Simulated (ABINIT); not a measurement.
Input and output of a self-consistent single point for Hf₂Al₃Au (P1, 6 atoms in the cell) (ABINIT).

Level of theory: LDA (PW92), norm-conserving pseudopotentials (PseudoDojo nc-sr-04 LDA standard) (plane waves; ABINIT).

```xyz
6
Lattice="2.6471 1.5283 4.2439 -2.6471 1.5283 4.2439 0.0000 -3.0566 4.2439" Properties=species:S:1:pos:R:3 pbc="T T T"
Hf    -0.0532     0.0335     4.7759
Hf     0.0052    -0.0476     7.9438
Al     1.1940     0.7135     2.0760
Al    -1.2673     0.7628     2.1428
Al     0.1238    -1.5922     2.1731
Au    -0.0026     0.1299    -0.0140
```

Reference input (self-consistent single point, DFT, PBEsol, plane waves, norm-conserving pseudopotentials (PseudoDojo nc-sr-04 PBEsol standard)): pseudos = [Hf.upf, Al.upf, Au.upf]; ecut = 76 Ry; occopt = 7; tsmear = 0.00734986 Ha; ngkpt = 4 4 4; nshiftk = 1; shiftk = 0 0 0; potentials = PseudoDojo nc-sr-04 PBEsol standard; nband = 34; kptopt = 1; nstep = 80; tolvrs = 1e-12. This run's input differs from it in these lines:

```diff
@@ -1,2 +1,2 @@
-# Hf2Al3Au, PseudoDojo nc-sr-04 PBEsol standard
+# Hf2Al3Au, PseudoDojo nc-sr-04 LDA standard
 pp_dirpath "./"
```

Its files differ too (potentials: PseudoDojo nc-sr-04 PBEsol standard → PseudoDojo nc-sr-04 LDA standard).

The program printed (abridged):

```
--- !BeginCycle
solver: {iscf: 7, nstep: 80, nline: 4, wfoptalg: 0, }
tolerances: {tolvrs: 1.00E-12, }
...

     iter   Etot(hartree)      deltaE(h)  residm     vres2
 ETOT  1  -266.78076459158    -2.668E+02 7.562E-02 6.006E+03
 ETOT  2  -266.82239942748    -4.163E-02 2.319E-02 9.246E+03
 ETOT  3  -267.59936741264    -7.770E-01 2.093E-02 5.734E+02
 ETOT  4  -267.64234658202    -4.298E-02 8.102E-03 6.632E+01
 ETOT  5  -267.64745112996    -5.105E-03 3.664E-03 5.645E+00
   [... 5 lines left out ...]
 ETOT 11  -267.64789548809    -2.427E-11 9.769E-04 2.243E-09
 ETOT 12  -267.64789548809    -1.535E-12 8.008E-04 3.310E-11
 ETOT 13  -267.64789548809    -1.933E-12 6.382E-04 3.711E-12
 ETOT 14  -267.64789548809     4.832E-12 4.731E-04 4.577E-14
 At SCF step   14       vres2   =  4.58E-14 < tolvrs=  1.00E-12 =>converged.

 Cartesian components of stress tensor (hartree/bohr^3)
  sigma(1 1)=  1.04714519E-04  sigma(3 2)=  1.49695912E-05
  sigma(2 2)=  1.45669623E-04  sigma(3 1)= -5.87834767E-06
  sigma(3 3)=  1.18054638E-04  sigma(2 1)=  7.98413887E-06

 ----iterations are completed or convergence reached----

 reduced coordinates (array xred) for    6 atoms
       0.368735000000      0.388822000000      0.367805000000
       0.619724000000      0.617766000000      0.634316000000
       0.466403000000      0.015339000000      0.007429000000
       0.012116000000      0.490867000000      0.001921000000
       0.020442000000      0.973662000000      0.517960000000
       0.012580000000      0.013544000000      0.970569000000
 cartesian forces (eV/Angstrom) at end:
   [... lines left out ...]
 Fermi (or HOMO) energy (hartree) =   0.37619   Average Vxc (hartree)=  -0.43198
 Fermi (or HOMO) energy (eV) =  10.23674   Average Vxc (eV)= -11.75482
   [... lines left out ...]
total_energy        : -2.67647895488086E+02
total_energy_eV     : -7.28306962344748E+03
band_energy         : -2.80280996859792E+01
...

-Cartesian components of stress tensor (GPa)         [Pressure= -3.6133E+00 GPa]
- sigma(1 1)=  3.08080698E+00  sigma(3 2)=  4.40420503E-01
- sigma(2 2)=  4.28574755E+00  sigma(3 1)= -1.72946930E-01
- sigma(3 3)=  3.47328679E+00  sigma(2 1)=  2.34901436E-01

 Calculation completed.
```

The run converged in 14 iterations. Against the reference run the pressure goes from 0.98 to -3.61 GPa and the largest force goes from 2.380 to 2.219 eV/Å.

The starting cell comes from a database of computed structures (which also holds hypothetical and non-ambient phases and stackings), without a prior relaxation at this level. Its atoms were displaced at random from the sites of space group no. 166. With a pressure of about -4 GPa the cell is away from its equilibrium volume at this level. Forces in this geometry exceed 1 eV/Å.

Cost on one core of a shared machine: roughly 6 min.
